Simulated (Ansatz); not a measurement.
Input:

End structure of the (100) surface of rock-salt TiC, clean 1x1 (bottom of the slab: a bare face, its two planes held):

```xyz
12
Lattice="3.0639 0.0000 0.0000 0.0000 3.0639 0.0000 0.0000 0.0000 27.0000" Properties=species:S:1:pos:R:3 pbc="T T T"
C      0.0000     0.0000     8.0837
Ti     1.5320     1.5320     8.0837
C      1.5320     1.5320    10.2502
Ti     0.0000     0.0000    10.2502
C      0.0000     0.0000    12.4013
Ti     1.5320     1.5320    12.4124
C      1.5320     1.5320    14.5862
Ti     0.0000     0.0000    14.5704
C      0.0000     0.0000    16.7508
Ti     1.5320     1.5320    16.7200
C      1.5320     1.5320    18.9452
Ti     0.0000     0.0000    18.8284
```

Slab: 12 atoms, 10.8 Å thick at the start with caps and adatoms (thin: gaps and levels are the slab's own); k 12x12x1, smearing 0.1 eV, dipole-corrected; 4 atoms held, the rest relaxed; held to the start's symmetry, so lower structures may exist; no spin, no spin-orbit, no U.

Question: Estimate the work function of the top face that PBE (Ansatz, a program for electronic structure) returns for this input.

Answer: 4.52 eV
